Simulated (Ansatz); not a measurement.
# Effective masses and thermopower of SnO2 under load (space group P4_2/mnm)

Input:

```xyz
6
Lattice="4.6618 0.0000 0.0000 0.0000 4.6618 0.0000 0.0000 0.0000 3.1803" Properties=species:S:1:pos:R:3 pbc="T T T"
Sn     0.0000     0.0000     0.0000
Sn     2.3309     2.3309     1.5901
O      1.4245     1.4245     0.0000
O      3.2374     3.2374     0.0000
O      3.7554     0.9065     1.5901
O      0.9065     3.7554     1.5901
```

These are PBE, rigid bands (plane waves, PAW, scalar-relativistic; Ansatz, a quantum-chemistry and plane-wave program) values and carry that method's errors. Condition of this run: hydrostatic pressure of 12 GPa (compression positive) (the target of the relaxation). Geometry: cell and atoms relaxed with PBEsol, then loaded as said.

```json
{
 "band_gap": "1.62 eV",
 "electron conductivity mass (300 K, dilute)": "0.24 (x), 0.24 (y), 0.20 (z) mₑ",
 "hole conductivity mass (300 K, dilute)": "1.40 (x), 1.40 (y), 1.82 (z) mₑ",
 "effective density of states N_c (300 K)": "2.5e18 cm⁻³",
 "effective density of states N_v (300 K)": "4.5e19 cm⁻³",
 "density_of_states_mass_electrons": "0.21 mₑ",
 "density_of_states_mass_holes": "1.47 mₑ",
 "Seebeck coefficient, n-type 1e19 cm⁻³, 300 K": "-126 μV/K",
 "best n-type power factor at 300 K for τ = 10 fs (best axis; densities from 1e16 to 1e21 cm⁻³ tried, whether or not they can be reached)": "2.1 μW/(cm·K²) at 1e19 cm⁻³",
 "Seebeck coefficient, p-type 1e19 cm⁻³, 300 K": "343 μV/K",
 "best p-type power factor at 300 K for τ = 10 fs (best axis; densities from 1e16 to 1e21 cm⁻³ tried, whether or not they can be reached)": "5.0 μW/(cm·K²) at 1e20 cm⁻³"
}
```

Rigid bands; masses and Seebeck coefficients take one relaxation time τ for all states and one kind of carrier; polarons and phonon drag are left out. Spin-orbit coupling is left out; where it splits the top of the valence band, N_v and the p-type Seebeck coefficient come out somewhat high without it. Geometry: cell and atoms relaxed with PBEsol.
